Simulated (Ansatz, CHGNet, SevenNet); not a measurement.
**Equilibrium volume per atom of CoSn (P6/mmm, No. 191; start mp-20536) at several levels of theory**

No measured value is used here.

```tsv
level (code)	value (Å³/atom)
CHGNet-r²SCAN (CHGNet)	[?]
SevenNet-0 (SevenNet)	17.14
SevenNet-l3i5 (SevenNet)	17.17
LDA (Ansatz)	[?]
PBE (Ansatz)	17.14
PBEsol (Ansatz)	16.41
```

Question: Complete the blanks.

Answer: 
- CHGNet-r²SCAN (CHGNet), value (Å³/atom): 16.30
- LDA (Ansatz, a quantum-chemistry and plane-wave program), value (Å³/atom): 15.94

The crystal itself was run without spin with LDA, PBE, PBEsol. CHGNet-r²SCAN, SevenNet-0, SevenNet-l3i5, LDA, PBE, PBEsol: the relaxation could not lower the start's symmetry, so the cell can be a saddle point above a distorted one. Ansatz's density-functional and Hartree–Fock values are scalar-relativistic unless marked +SOC, with PAW data made under PBE.

Machine-learned potentials (CHGNet-r²SCAN, SevenNet-0, SevenNet-l3i5) are trained on DFT data, which may include these solids.

A start named mp-… is a Materials Project structure, which can be a computed phase never made.
